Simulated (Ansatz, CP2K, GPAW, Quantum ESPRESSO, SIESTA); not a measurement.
**SrYMg6 (P1, 8 atoms in the cell) computed with different codes at matched settings**

Self-consistent single point, at a second geometry (atoms moved at random). First geometry:

```
CELL_PARAMETERS angstrom
      5.26014     0.00000     0.00000
      0.00000     3.54636     5.84394
      0.00000    -3.54636     5.84394
ATOMIC_POSITIONS crystal
  Sr 0.00000 0.59812 0.59812
  Y  0.50000 0.90393 0.90393
  Mg 0.50000 0.38620 0.94212
  Mg 0.50000 0.94212 0.38620
  Mg 0.50000 0.40582 0.40582
  Mg 0.00000 0.10925 0.57149
  Mg 0.00000 0.57149 0.10925
  Mg 0.00000 0.08308 0.08308
```

Second geometry:
```yaml
crystal:
  lattice:
    - [5.26014, 0.00000, 0.00000]
    - [0.00000, 3.54636, 5.84394]
    - [0.00000, -3.54636, 5.84394]
  atoms:
    - { symbol: Sr, position: [0.00494, 0.58746, 0.60697] }
    - { symbol: Y, position: [0.50630, 0.90743, 0.89593] }
    - { symbol: Mg, position: [0.50214, 0.39093, 0.94384] }
    - { symbol: Mg, position: [0.50399, 0.94073, 0.37952] }
    - { symbol: Mg, position: [0.49847, 0.40876, 0.40270] }
    - { symbol: Mg, position: [0.98438, 0.10668, 0.57237] }
    - { symbol: Mg, position: [0.98879, 0.57521, 0.10902] }
    - { symbol: Mg, position: [0.01099, 0.08281, 0.08967] }
```

Shared settings, as Ansatz (a quantum-chemistry and plane-wave program) writes them: kpoints.mp_grid.grid = 4 3 3; scf.occupations.method = fermi_dirac; scf.occupations.width = 0.0073 Ry. Potentials and cutoffs stand in the table.

```csv
code,model,ΔF from the first geometry (meV/atom),pressure (GPa),largest force (eV/Å),cutoff
CP2K,"LDA (Pade form), GPW, TZVP-MOLOPT-SR-GTH basis, GTH-PADE potentials (GTH_POTENTIALS)",4.9,-2.09,0.294,grid 500 Ry
Quantum ESPRESSO,"LDA (PZ), GBRV 1.5 ultrasoft (LDA) pseudopotentials",4.8,-2.30,0.305,40 Ry
SIESTA,"LDA PW92, numerical atomic orbitals DZP, PseudoDojo LDA standard norm-conserving potentials (rewritten from UPF to PSML)",6.2,-0.76,0.401,grid 350 Ry
Ansatz,"LDA (PW92), PAW files made with PBE",4.8,-2.28,0.305,30.9 Ry
GPAW,"LDA (Perdew-Wang 92), GPAW PAW datasets LDA (gpaw-data 1.0.1)",4.8,-2.23,0.307,850 eV
```

Size of the force on each atom (eV/Å): Sizes of forces hide their directions.

```json
[
 {"code": "CP2K", "Sr1": "0.214", "Y2": "0.294", "Mg3": "0.058", "Mg4": "0.129", "Mg5": "0.080", "Mg6": "0.273", "Mg7": "0.194", "Mg8": "0.207"},
 {"code": "Quantum ESPRESSO", "Sr1": "0.201", "Y2": "0.305", "Mg3": "0.067", "Mg4": "0.113", "Mg5": "0.078", "Mg6": "0.261", "Mg7": "0.186", "Mg8": "0.198"},
 {"code": "SIESTA", "Sr1": "0.305", "Y2": "0.341", "Mg3": "0.246", "Mg4": "0.170", "Mg5": "0.160", "Mg6": "0.401", "Mg7": "0.252", "Mg8": "0.197"},
 {"code": "Ansatz", "Sr1": "0.201", "Y2": "0.305", "Mg3": "0.067", "Mg4": "0.113", "Mg5": "0.078", "Mg6": "0.261", "Mg7": "0.185", "Mg8": "0.198"},
 {"code": "GPAW", "Sr1": "0.202", "Y2": "0.307", "Mg3": "0.070", "Mg4": "0.106", "Mg5": "0.071", "Mg6": "0.260", "Mg7": "0.185", "Mg8": "0.199"}
]
```

The spread over the programs that give each value: ΔF from the first geometry within 1.4 meV/atom; pressure within 1.54 GPa; largest force within 0.107 eV/Å.

CP2K and SIESTA use small atom-centred bases, whose incompleteness enters pressures, forces and empty levels differently from a plane-wave cutoff. Ansatz's pressure is given at a fixed set of plane waves, as the other plane-wave codes print theirs. The same LDA comes in different parametrisations, which differ slightly. In the pressure, SIESTA (by 1.52) lies more than 1 GPa from the median of the plane-wave programs. In the force vectors, SIESTA (by 0.217) lies more than 0.08 eV/Å from the median of the plane-wave programs.

The starting cell comes from a database of computed structures (which also holds hypothetical and non-ambient phases and stackings), without a prior relaxation at this level. For this run, on top of that: atoms moved at random.

Keys are those of Ansatz 0.2.
